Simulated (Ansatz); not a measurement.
The parent structure is PbO (space group P4/nmm, No. 129; a = 3.970 Å, c = 4.705 Å).

The values are results of PBEsol-D3(BJ) (Ansatz, an electronic-structure program; PAW; 420 eV plane waves; no spin-orbit coupling), not measurements.

For the base:

The band gap is 0.90 eV and the pressure is 0.0 kbar.

It is then changed as follows: every lattice vector is stretched by 1.20 %, atoms relaxed at fixed cell.

Question: Predict the new band gap and pressure.

Answer: The band gap rises by 0.19 eV, from 0.90 eV to 1.09 eV; the pressure (mean of the normal stresses, compression positive) goes from zero to -16.4 kbar.

Spin-orbit coupling, missing from the scalar runs, can matter with Pb. The cells carry an imposed strain or load. Stability against distortions was not tested.
